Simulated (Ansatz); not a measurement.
# Rh: energy against strain

Rh (fcc, Fm-3m, 13.238 Å³/atom at rest) under an equal strain ε in the (001) plane with the normal axis free, as in a coherent film. LDA in Ansatz, a plane-wave DFT program (PAW, default set), 420 eV, 30×30×30 Γ-centred mesh, Fermi-Dirac smearing 0.10 eV; ions are relaxed within the symmetry of each cell.

Here s stands for strain and y for E less E0.

```
strain (%)  E less E0 (meV/atom)
----------  --------------------
-1.50                       9.66
-1.00                       4.08
-0.50                       0.90
0.00                        0.00
0.50                        1.28
1.00                        4.62
1.50                        9.93
3.00                           ?
```

Question: Using a parabola, estimate the missing y at s = 3.00 from the other rows, showing the fit.

Answer: Least squares gives y = 0.000 + 0.1621·s + 4.3529·s². Residuals (row less fit): 0.109, -0.111, -0.107, 0.000, 0.111, 0.105, -0.107; standard error 0.133 (degrees of freedom: 4). Twice the quadratic coefficient over the volume, 2 × 4.3529 meV × 10⁴ × 0.1602 / 13.238 Å³, is twice the biaxial elastic modulus of this plane = 1054 ± 14 GPa. At the withheld row, y = 0.000 + 0.1621 × 3.0 + 4.3529 × 3.0² = 39.662 meV/atom. The calculation gives 36.49 meV/atom, 3.172 meV/atom below the prediction (8.7 % of the range of y in the table). The row lies outside the fitted rows, so this is an extrapolation. From the scatter of the fitted rows alone, a prediction at this place has a standard error of 0.507 meV/atom, so the miss is 6.3 times that.

One order more, fitted to all 13 runs of the series, follows each within 0.01, so the miss is the next term of a smooth law. In a metal these values are sensitive to mesh and smearing; energies are taken to zero smearing, stresses follow the free energy. Rows are the converged runs of the series near zero and its far end; series whose fitted rows scatter by over a few per cent of the range, as at a crossing or softening among them, aren't shown in this form. Most that stay on the fit to the last digits aren't either.
